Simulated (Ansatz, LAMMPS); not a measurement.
Ge well of 9 atomic layers along [001] in random Si0.2Ge0.8, interfaces graded over 8 layers. Cell 17.11 × 17.11 × 51.52 Å, Si102Ge546, 648 atoms. Prepared with Tersoff's 1989 multicomponent potential (SiCGe.tersoff) run with LAMMPS: minimisation. 

Basis: localised support functions (accuracy medium) on a full density matrix. k-points: zone centre alone; occupations: Fermi-Dirac, 0.010 eV; spin polarisation not allowed. Spin-orbit coupling is left out.

**Question.** What is the computed gap and bonding (PBE, support functions at accuracy medium on the grid of 370 eV run with Ansatz, a quantum-chemistry and plane-wave program)?

**Answer.** 
- Kohn-Sham gap of the cell on its k-mesh = 0.08 eV
- weight of the highest filled level on the well = 0.46
- weight of the lowest empty level on the well = 0.25
- coordination (neighbours within 2.933 Å) = 100.0 % 4-fold
- Ge-Ge bonds, mean ± spread = 2.488 ± 0.006 Å
- Ge-Si bonds, mean ± spread = 2.440 ± 0.007 Å
- Si-Si bonds, mean ± spread = 2.392 ± 0.006 Å
- bond angles, mean ± spread = 109.5° ± 1.0°
- pressure = -0.05 GPa
